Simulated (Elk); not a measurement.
Troubleshooting Elk: a failed run on P (Cmce, 4 atoms in the cell). The aim is a self-consistent single point with DFT, PBE, all-electron FP-LAPW, Elk's shipped species files, LAPW+lo basis.

Cell that was meant: a = 5.6207 Å, b = 5.6207 Å, c = 4.4741 Å, α = 90.00°, β = 90.00°, γ = 146.44°.

Part of the input:

```

atoms
  1
  'p.in'
  4
  0.4041400000  0.5958600000  0.9111800000    0.0 0.0 0.0
  0.5958600000  0.4041400000  0.0888200000    0.0 0.0 0.0
```

Output, abridged:

```
│ Elk code version 10.2.4 started │

Error(readspecies): error opening species file p.in
```

### Question
From the messages shown, name the fault and mend the input.

### Answer
The fault is a potential or basis that cannot be found (species file name in the wrong case). The input names a file or set that is not where the program looks, or that does not exist under that name. To fix it, correct the name or place the file. The program stopped before any SCF iteration.

An input that runs soundly differs in these lines (not the only fix; some lines may just follow from the change or write a value another way):
```diff
-  'p.in'
+  'P.in'
```

With that input, the run converged in 15 iterations: total energy -37240.3660 eV; top of the valence band (on the code's own zero) 6.70 eV; gap on the k-point mesh 0.39 eV (DFT, PBE, all-electron FP-LAPW, Elk's shipped species files, LAPW+lo basis).

On the sound input: the starting cell comes from a database of computed structures (which also holds hypothetical and non-ambient phases and stackings), without a prior relaxation at this level. Its lattice was rescaled by a random factor within 2.5 % of one. Values depend on the basis (sphere radii, cutoffs, local orbitals), which need not be converged.
